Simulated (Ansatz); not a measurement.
Surface energy of faces of bcc Na in PBE and in LDA, in Ansatz (plane waves, PAW). Symmetric slabs relaxed with PBE from ideal cuts in 1x1 cells (the lowest computed cut and spin start of each face; real faces may reconstruct in larger cells); LDA values are single points on them, with the bulk at the same level. No spin-orbit coupling, no U.

| face | PBE (J/m²) | LDA (J/m²) |
|---|---|---|
| (100) | 0.23 | 0.27 |
| (110) | 0.21 | 0.23 |
| (111) | 0.25 | 0.28 |
| (210) | 0.22 | 0.26 |
| (221) | 0.24 | ? |
| (320) | 0.22 | 0.25 |

Fit a straight line y = a·x + b by least squares to the 5 complete rows (x: PBE (J/m²); y: LDA (J/m²)).

the means are x̄ = 0.2260 and ȳ = 0.2580; Σ(x − x̄)² = 0.00092000 and Σ(x − x̄)(y − ȳ) = 0.0010600, so a = 1.152 and b = ȳ − a·x̄ = -0.002. The largest residual is 0.010.

What does the line predict for the withheld row, (221), and what did the calculation give?

the line gives 0.27; the calculation gave 0.27, a miss of 0.00, of the size of the fitted rows' scatter and rounding.

Ansatz is an electronic-structure program.
